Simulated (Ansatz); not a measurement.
Start from GaS in the beta-GaS type structure (space group P6_3/mmc, No. 194; a = 3.591 Å, c = 15.450 Å; layered, stacked along the Cartesian z axis).

It is then changed as follows: a hydrostatic pressure of 15 GPa.

Method: PBE-D3(BJ)/PAW in Ansatz (a first-principles code), scalar-relativistic without spin-orbit coupling, earlier PAW set.

Base, band edges from the VBM (valence, conduction): K -2.00, 1.75; H -1.86, 1.98; M -1.67, 1.56; L -1.94, 1.77; A -0.72, 2.08; Γ 0.00, 1.65 eV.

### Question
Give the band edges at the high-symmetry points of the new zone, measured from its valence-band maximum.

### Answer
```json
[
 {"point": "Γ", "valence edge (eV)": "0.00", "conduction edge (eV)": "2.45"},
 {"point": "M", "valence edge (eV)": "-2.10", "conduction edge (eV)": "0.89"},
 {"point": "K", "valence edge (eV)": "-2.42", "conduction edge (eV)": "0.48"},
 {"point": "A", "valence edge (eV)": "-1.07", "conduction edge (eV)": "3.10"},
 {"point": "L", "valence edge (eV)": "-2.64", "conduction edge (eV)": "1.32"},
 {"point": "H", "valence edge (eV)": "-2.12", "conduction edge (eV)": "0.96"}
]
```

The gap is 0.48 eV, indirect, Γ → K.

Load acts through the strain it causes; cell and atoms are relaxed under it. No phonon test of stability was made. No other phases were tried under pressure.
